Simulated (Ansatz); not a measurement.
The parent structure is GaN in the wurtzite structure (space group P6_3mc, No. 186; a = 3.183 Å, c = 5.184 Å). Axes: x lies along a and z along c of the hexagonal cell.

Method: r2SCAN, PAW, 500 eV (Ansatz, an electronic-structure program; no SOC), earlier PAW set.

Now apply this change: every lattice vector is stretched by 0.86 %, atoms relaxed at fixed cell.

Q: Predict the stress tensor and what it implies for the stiffness.

A: Stress of the strained cell less that of the base (GPa, compression positive):
```
  -4.78    0.00    0.00
   0.00   -4.78    0.00
   0.00    0.00   -4.74
```

Then B = −ΔP/(ΔV/V₀) with ΔV/V₀ = 0.0260 gives secant stiffness values (nonlinear terms included at this strain): B (at held cell shape, above the free-shape value) ≈ 183 GPa.

As a check, the harmonic strain energy −½ V₀ Δσ:ε is 4.4 meV/atom; the computed energy rise is 4.5 meV/atom.

Whether these cells are dynamically stable was not tested.
